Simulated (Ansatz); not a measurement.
Take Re in the hcp (Mg type) structure (space group P6_3/mmc, No. 194; a = 2.7577 Å, c = 4.4625 Å) as the base.

Calculations: Kohn–Sham DFT with the r2SCAN functional, run in Ansatz (a quantum-chemistry and plane-wave program) with PAW and 500 eV plane waves, spin-orbit coupling left out, earlier PAW set.

One change was made to it. Results:

The shortest interatomic distance drops by 0.033 Å (2.741 Å → 2.708 Å); the band gap remains zero; the density grows by 0.77 g/cm³ (21.04 g/cm³ → 21.81 g/cm³).

Question: Which change produced these results?
A) pressure 7 GPa
B) pressure 15 GPa
C) pressure 75 GPa

Answer: B, pressure 15 GPa. For comparison, the shortest interatomic distance in the other runs: pressure 7 GPa gives 2.725 Å; pressure 75 GPa gives 2.613 Å.

Load acts through the strain it causes; cell and atoms are relaxed under it. Stability against distortions was not tested. Competing high-pressure phases were not computed. All final runs are without spin polarisation.
